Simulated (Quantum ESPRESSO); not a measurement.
Quantum ESPRESSO is run on VW2O8 (P-1, 11 atoms in the cell), and the run fails. The aim is a self-consistent single point with DFT, PBEsol, plane waves, GBRV 1.5 ultrasoft (PBESOL) pseudopotentials.

Input as run:

```fortran
&control
  calculation = 'scf',
  prefix = 'run',
  outdir = './tmp/',
  pseudo_dir = './',
  tprnfor = .true.,
  tstress = .true.,
/
&system
  ibrav = 0,
  nat = 11,
  ntyp = 3,
  occupations = 'smearing',
  smearing = 'gaussian',
  degauss = 0.000734986,
  nspin = 2,
  starting_magnetization(1) = 0.154,
/
&electrons
  conv_thr = 1.0d-10,
  mixing_beta = 0.5,
/
ATOMIC_SPECIES
V     50.9415  v_pbesol_v1.4.uspp.F.UPF
W    183.8400  w_pbesol_v1.2.uspp.F.UPF
O     15.9990  o_pbesol_v1.2.uspp.F.UPF
CELL_PARAMETERS angstrom
   4.9486600000     0.0000000000     0.0000000000
  -1.3455230000     5.0834010000     0.0000000000
  -0.1456270000    -2.4218560000     6.5633080000
ATOMIC_POSITIONS crystal
V     0.5000000000    0.0000000000    0.0000000000
W     0.2476200000    0.5238700000    0.1740700000
W     0.7523800000    0.4761300000    0.8259300000
O     0.1671400000    0.7078600000    0.4083700000
O     0.8328600000    0.2921400000    0.5916300000
O     0.3785000000    0.2447500000    0.2255800000
O     0.6215000000    0.7552500000    0.7744200000
O     0.1318200000    0.7120600000    0.9714000000
O     0.8681800000    0.2879400000    0.0286000000
O     0.4020400000    0.2335500000    0.8509500000
O     0.5979600000    0.7664500000    0.1490500000
K_POINTS automatic
3 3 2  0 0 0
```

Log, with long lists cut:

```
 %%%%%%%%%%%%%%%%%%%%%%%%%%%%%%%%%%%%%%%%%%%%%%%%%%%%%%%%%%%%%%%%%%%%%%%%%%%%%%
     Error in routine set_cutoff (1):
      ecutwfc not set
 %%%%%%%%%%%%%%%%%%%%%%%%%%%%%%%%%%%%%%%%%%%%%%%%%%%%%%%%%%%%%%%%%%%%%%%%%%%%%%

     stopping ...
```

### Question
From the messages shown, name the fault and mend the input.

### Answer
The fault is no plane-wave cutoff. The cutoff has no default. To fix it, give the cutoff. The program stopped before any SCF iteration.

The sound input it was made from differs as follows (other fixes are possible):
```diff
+  ecutwfc = 50,
+  ecutrho = 400,
```

With that input, the run converged in 26 iterations: free energy E − TS -9815.0334 eV; top of the valence band (on the code's own zero) 5.65 eV; gap on the k-point mesh 0.04 eV; pressure -9.40 GPa; largest force (vector length) 1.245 eV/Å (DFT, PBEsol, plane waves, GBRV 1.5 ultrasoft (PBESOL) pseudopotentials).

On the sound input: the starting cell comes from a database of computed structures (which also holds hypothetical and non-ambient phases and stackings), without a prior relaxation at this level. Spin-orbit coupling is off. With one magnetic atom in the cell only a parallel order is possible. With a pressure of about -9 GPa the cell is away from its equilibrium volume at this level. Forces in this geometry exceed 1 eV/Å.
